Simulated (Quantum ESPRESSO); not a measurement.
Input and output of a self-consistent single point for K₂SnHgTe₄ (P1, 8 atoms in the cell) (Quantum ESPRESSO).

Method: LDA (PZ), GBRV 1.5 ultrasoft (LDA) pseudopotentials (plane waves; Quantum ESPRESSO).

The change in words: atoms moved at random. Reference geometry:
```yaml
crystal:
  lattice:
    - [-4.39353, 4.39353, 3.73584]
    - [4.39353, -4.39353, 3.73584]
    - [4.39353, 4.39353, -3.73584]
  atoms:
    - { symbol: K, position: [0.50000, 0.00000, 0.50000] }
    - { symbol: K, position: [0.00000, 0.50000, 0.50000] }
    - { symbol: Sn, position: [0.00000, 0.00000, 0.00000] }
    - { symbol: Hg, position: [0.50000, 0.50000, 0.00000] }
    - { symbol: Te, position: [0.58681, 0.93755, 0.00000] }
    - { symbol: Te, position: [0.06245, 0.06245, 0.64926] }
    - { symbol: Te, position: [0.93755, 0.58681, 0.00000] }
    - { symbol: Te, position: [0.41319, 0.41319, 0.35074] }
```

Reference input (self-consistent single point, DFT, LDA (PZ), plane waves, GBRV 1.5 ultrasoft (LDA) pseudopotentials): ecutwfc = 40 Ry; ecutrho = 200 Ry; occupations = fixed; K_POINTS = automatic 3 3 3 0 0 0; nbnd = 36; conv_thr = 1e-10 Ry; mixing_beta = 0.4. This run's input differs from it in these lines:

```diff
@@ -31,10 +31,10 @@
 ATOMIC_POSITIONS crystal
-K     0.50000000    0.00000000    0.50000000
-K     0.00000000    0.50000000    0.50000000
-Sn    0.00000000    0.00000000    0.00000000
-Hg    0.50000000    0.50000000    0.00000000
-Te    0.58681000    0.93755000    0.00000000
-Te    0.06245000    0.06245000    0.64926000
-Te    0.93755000    0.58681000    0.00000000
-Te    0.41319000    0.41319000    0.35074000
+K     0.50236700   -0.00754100    0.49958800
+K     0.00491700    0.51543500    0.51026500
+Sn   -0.00702600   -0.00577100    0.00070400
+Hg    0.49258000    0.49554900   -0.00905600
+Te    0.58597200    0.93128400   -0.00278400
+Te    0.06693500    0.06179500    0.65125100
+Te    0.93915400    0.58623900   -0.00191800
+Te    0.41510200    0.42301000    0.35194800
 K_POINTS automatic
```

The program printed (abridged):

```
     Self-consistent Calculation

     iteration #  1     ecut=    40.00 Ry     beta= 0.40

     total energy              =    -486.38529454 Ry
     estimated scf accuracy    <       1.26987916 Ry

     iteration #  2     ecut=    40.00 Ry     beta= 0.40

     total energy              =    -486.74535198 Ry
     estimated scf accuracy    <       0.12641360 Ry

     iteration #  3     ecut=    40.00 Ry     beta= 0.40

     total energy              =    -486.78877611 Ry
     estimated scf accuracy    <       0.03539676 Ry

   [... 9 blocks of this kind left out ...]

     iteration # 13     ecut=    40.00 Ry     beta= 0.40

     total energy              =    -486.79457781 Ry
     estimated scf accuracy    <          5.1E-09 Ry

     iteration # 14     ecut=    40.00 Ry     beta= 0.40
     End of self-consistent calculation

     highest occupied, lowest unoccupied level (ev):     4.3488    5.2541

!    total energy              =    -486.79457781 Ry
     estimated scf accuracy    <          5.5E-11 Ry

     convergence has been achieved in  14 iterations

     Forces acting on atoms (cartesian axes, Ry/au):

     atom    1 type  1   force =     0.00050968   -0.00194147    0.00221854
     atom    2 type  1   force =    -0.00317823   -0.00062931   -0.00220120
     atom    3 type  2   force =    -0.00157504    0.00812983    0.01922086
     atom    4 type  3   force =     0.00089434    0.00511341   -0.00145181
     atom    5 type  4   force =     0.00200239    0.00014378   -0.00261225
     atom    6 type  4   force =     0.00872938    0.00543455   -0.00524556
   [... lines left out ...]

     Total force =     0.034180     Total SCF correction =     0.000004

          total   stress  (Ry/bohr**3)                   (kbar)     P=      -30.28
  -0.00019964  -0.00001960  -0.00000335          -29.37       -2.88       -0.49
  -0.00001960  -0.00019126  -0.00000208           -2.88      -28.13       -0.31
  -0.00000335  -0.00000208  -0.00022657           -0.49       -0.31      -33.33

   JOB DONE.
```

The run converged in 14 iterations. Against the reference run the free energy rises by 3.8 meV/atom, the pressure goes from -3.15 to -3.03 GPa, the largest force goes from 0.281 to 0.538 eV/Å and the gap on the mesh goes from 0.958 to 0.905 eV.

The starting cell comes from a database of computed structures (which also holds hypothetical and non-ambient phases and stackings), without a prior relaxation at this level. For this run, on top of that: atoms moved at random. Spin-orbit coupling is off. With a pressure of about -3 GPa the cell is away from its equilibrium volume at this level.

Cost on one core of a shared machine: roughly 4 min.
